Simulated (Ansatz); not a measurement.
## The (111)A surface of zinc-blende GaSb, Ga-terminated, 2x2 with 1 H on 4 top atoms (bottom of the slab: 3 H on 4 bottom sites)

Calculation: PBE (plane waves to 420 eV, PAW; Ansatz, a program for electronic structure).

Model: 36-atom slab, 15.0 Å thick at the start with caps and adatoms, 3x3x1 mesh, Fermi-Dirac 0.025 eV, dipole correction, 8 atoms held, the rest relaxed; start symmetry kept, larger cells not searched; no spin (no spin-polarised run to compare, though such a face may carry moments), no spin-orbit, no U. The slab shows no gap over 0.04 eV on its mesh. It is one candidate, not shown to be the stable structure of the face.

```yaml
work_function_of_the_top_face: 4.04 eV
energy_released_by_relaxation: 0.68 eV
cost: around 50 core-minutes (rough)
```
